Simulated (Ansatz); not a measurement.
System: Mn₃O₄ (within 0.1 Å of I4₁/amd, No. 141; cell taken from a computed entry). Method: HSE06 (Ansatz, a program for electronic structure, PAW).

Run with plane-wave cutoff 500 eV, 4×4×4 k mesh, gaussian smearing 0.02 eV, spin-polarised start, scalar-relativistic PAW data made under PBE.

Cell (relaxed with r²SCAN):

```
Mn3O4
1.0
    5.52951    -2.86438     0.02058
    5.52951     2.86438     0.02058
   -2.98157     0.00000     4.89980
Mn O
6 8
Direct
  0.62566   0.62566   0.37697
  0.37434   0.37434   0.62303
  0.00000   0.00000   0.00000
  0.50000   0.00000   0.00000
  0.00000   0.50000   0.00000
  0.00000   0.00000   0.50000
  0.76902   0.21696   0.24427
  0.23098   0.78304   0.75573
  0.78304   0.23098   0.75573
  0.21696   0.76902   0.24427
  0.75770   0.75770   0.78610
  0.24230   0.24230   0.21390
  0.24279   0.24279   0.76795
  0.75721   0.75721   0.23205
```

### Question
Estimate the band gap that the calculation returns.

### Answer

band gap: 2.62 eV (on the SCF k mesh)

Note: the magnetic order was assumed, not searched for or taken from measurement; the formula asks for a mixed valence, which symmetry can spread over equal sites; charge order can open a gap; cell and atoms aren't relaxed at this level (largest force component 0.34 eV/Å, pressure 0.6 GPa).

Computed values are for the static lattice.
